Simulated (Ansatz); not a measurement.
# Ga2O3: band gap against strain

Ga2O3 (corundum, R-3c, 10.060 Å³/atom at rest, c along z) under a strain ε along c (axis z), the other axes held. PBE in Ansatz, a plane-wave DFT program (PAW, default set), 420 eV, 8×8×8 Γ-centred mesh, Fermi-Dirac smearing 0.05 eV; ions are relaxed within the symmetry of each cell. Gaps are the smallest over the k-mesh and a band path, without spin-orbit coupling; in all rows the valence edge lies at about 0.4 Å⁻¹ from Γ and the conduction edge at Γ.

Here s stands for strain and Eg for gap.

| strain (%) | gap (eV) |
|---|---|
| 0.00 | 2.40 |
| 0.75 | 2.33 |
| 1.50 | 2.26 |
| 2.25 | 2.19 |
| 3.00 | ? |

Question: Fit Eg against s with a straight line, and predict the withheld value at s = 3.00.

Answer: Means: s 1.1250, Eg 2.295. About the means, the sum of products is -0.26250 and the sum of squares of s is 2.8125; the slope is their ratio. Least squares gives Eg = 2.400 - 0.0933·s. Residuals (row less fit): 0.000, 0.000, 0.000, 0.000; standard error 0.000 (degrees of freedom: 2). Over these rows the gap moves by -9.3 ± 0.2 eV per unit strain. At the withheld row, Eg = 2.400 - 0.0933 × 3.00 = 2.120 eV. The calculation gives 2.11 eV, 0.010 eV below the prediction (3.4 % of the range of Eg in the table). The row lies outside the fitted rows, so this is an extrapolation. The fitted rows scatter only by rounding.

Ga2O3 is here the metastable α form; monoclinic β is stable. Rows are the converged runs of the series near zero and its far end; series whose fitted rows scatter by over a few per cent of the range, as at a crossing or softening among them, aren't shown in this form. Most that stay on the fit to the last digits aren't either.
